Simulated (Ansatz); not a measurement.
# BP, response to strain

The parent structure is BP in the zinc blende structure (space group F-43m, No. 216; a = 4.5202 Å). Axes: x, y, z lie along the cube axes.

Strains are applied to the cell and any free atomic positions relax; under biaxial strain the out-of-plane vector relaxes too.

Method: PBEsol, PAW, 420 eV (Ansatz, an electronic-structure program; no spin-orbit coupling).

Notes on the quantities. energy relative to the base: free energy F.

| biaxial strain, plane normal [111], relaxed out of plane (%) | energy relative to the base (meV/atom) |
|---|---|
| -2.5 | 21.6 |
| -2.08 | 14.8 |
| -1.67 | 9.5 |
| -1.25 | 5.3 |
| -0.83 | ? |
| -0.42 | 0.6 |
| 0 | 0.0 |

Task: Fit ΔE = Aε² + Bε³ (ε in %) to the rows shown and predict the withheld row.

Result: Least squares on the printed values gives A = 3.30 and B = -0.060 meV/atom (largest residual 0.0 meV/atom); this predicts 2.3 meV/atom, and the run gives 2.3 meV/atom, in agreement.

Whether these cells are dynamically stable was not tested.
